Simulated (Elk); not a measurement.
Input and output of a self-consistent single point for FeSi₂ (P1, 3 atoms in the cell) (Elk).

Method: LDA (PW92), all-electron FP-LAPW, Elk's shipped species files, APW+lo basis with extra local orbitals run with Elk.

The change in words: lattice scaled by 0.98. Reference geometry:
```
CELL_PARAMETERS angstrom
      2.67941     0.00000     0.00000
      0.00000     2.67941     0.00000
      0.00000     0.00000     5.10487
ATOMIC_POSITIONS crystal
  Fe 0.00605 0.00797 0.01513
  Si 0.51696 0.53068 0.71494
  Si 0.47700 0.46136 0.26993
```

Reference input (self-consistent single point, DFT, LDA (PW92), all-electron FP-LAPW, Elk's shipped species files, APW+lo basis with extra local orbitals): rgkmax = 7.5; stype = 0; swidth = 0.00367493 Ha; ngridk = 9 9 5; gmaxvr = 16 1/bohr; nxlo = 2; lorbcnd = true; lmaxi = 3; maxscl = 100. This run's input differs from it in these lines:

```diff
@@ -28,3 +28,3 @@
 scale
-  5.063351076
+  4.962084432
 
@@ -33,3 +33,3 @@
     0.0000000000    1.0000000000    0.0000000000
-    0.0000000000    0.0000000000    1.9052216719
+    0.0000000000    0.0000000000    1.9052216792
```

Log, with long lists cut:

```
│ Self-consistent loop started │
│ Loop number : 1 │
 total energy                :     -1866.23916414
│ Loop number : 2 │
 total energy                :     -1864.99153754
RMS change in Kohn-Sham potential (target) :   0.3128263886     (  0.1000000000E-05)
Absolute change in total energy (target)   :    1.247626598     (  0.1000000000E-03)
│ Loop number : 3 │
 total energy                :     -1857.01579540
RMS change in Kohn-Sham potential (target) :   0.1412209594     (  0.1000000000E-05)
Absolute change in total energy (target)   :    8.287648790     (  0.1000000000E-03)
│ Loop number : 4 │
   [... lines left out ...]
Absolute change in total energy (target)   :   0.3229853162E-03 (  0.1000000000E-03)
│ Loop number : 15 │
 total energy                :     -1848.71858443
RMS change in Kohn-Sham potential (target) :   0.5762817761E-06 (  0.1000000000E-05)
Absolute change in total energy (target)   :   0.1133276880E-03 (  0.1000000000E-03)
│ Loop number : 16 │
 total energy                :     -1848.71857195
RMS change in Kohn-Sham potential (target) :   0.9754906940E-07 (  0.1000000000E-05)
Absolute change in total energy (target)   :   0.1585458358E-04 (  0.1000000000E-03)
Convergence targets achieved

│ Loop number : 17 │

Energies :
 Fermi                       :     0.436541418635
 total energy                :     -1848.71856925

Density of states at Fermi energy :    24.43680122
 (states/Hartree/unit cell)

Estimated indirect band gap :   0.2979032943E-02
 from k-point     25 to k-point     28
Estimated direct band gap   :   0.9222401207E-02
 at k-point     69

Charges :
 core                        :    30.00000000
 valence                     :    24.00000000
 interstitial                :    5.952052218
 muffin-tins (core leakage)
  species :    1 (Fe)
   atom    1                 :    24.76802093     (  0.4490097183E-10)
  species :    2 (Si)
   atom    1                 :    11.59724239     (  0.6070326550E-02)
   atom    2                 :    11.68268445     (  0.6168892746E-02)
 total in muffin-tins        :    48.04794778
 total calculated charge     :    53.98676537
 total charge                :    54.00000000
 error                       :   0.1323463182E-01

│ Self-consistent loop stopped │
```

The run converged in 17 iterations. The count includes the last loop, which Elk runs after its targets are met. 

The starting cell comes from a database of computed structures (which also holds hypothetical and non-ambient phases and stackings), without a prior relaxation at this level. Its atoms were displaced at random from the sites of space group no. 123. For this run, on top of that: lattice scaled by 0.98. Spin polarisation is off. Values depend on the basis (sphere radii, cutoffs, local orbitals), which need not be converged. The log's line on a gap gives a spacing of levels on this mesh, which the program prints for metals too.

Cost on one core of a shared machine: roughly 10 min.
